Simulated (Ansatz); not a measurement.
# BeTe under a change: Be → Sr

Take BeTe in the zinc blende structure (space group F-43m, No. 216; a = 5.604 Å) as the base.

It is then changed as follows: Sr takes the place of Be on all its sites; the structure is relaxed again.

Computed with PBEsol (Ansatz, a first-principles code; PAW; 420 eV plane waves; no spin-orbit coupling). Settings: 8×8×8 k-points, 0.05 eV Fermi–Dirac smearing, for the changed cell.

```json
[
 {"quantity": "volume per atom", "base": "22.00 Å³", "changed": "49.85 Å³", "shift": "+27.85 Å³"},
 {"quantity": "density", "base": "5.15 g/cm³", "changed": "3.58 g/cm³", "shift": "-1.57 g/cm³"},
 {"quantity": "space group", "base": "F-43m (No. 216)", "changed": "F-43m (No. 216)", "shift": "–"},
 {"quantity": "shortest interatomic distance", "base": "2.427 Å", "changed": "3.187 Å", "shift": "+0.760 Å"},
 {"quantity": "band gap", "base": "1.84 eV", "changed": "2.71 eV", "shift": "+0.87 eV"},
 {"quantity": "gap character", "base": "indirect, Γ → X", "changed": "indirect, X → Γ", "shift": "–"},
 {"quantity": "smallest direct gap", "base": "3.61 eV", "changed": "2.88 eV", "shift": "-0.73 eV"},
 {"quantity": "width of the top valence band", "base": "3.30 eV", "changed": "0.17 eV", "shift": "-3.13 eV"},
 {"quantity": "electron mass", "base": "1.4 mₑ along k, 0.25 mₑ across (at X)", "changed": "0.29 mₑ (at Γ)", "shift": "–"}
]
```

With Te present, leaving out spin-orbit coupling can change the band edges. Masses are band curvatures over ±0.01 Å⁻¹ around the edge. Along k means along the line from Γ to the band edge. Stability against distortions was not tested. As relaxed here, SrTe is a hypothetical phase, not in the database extracts checked.
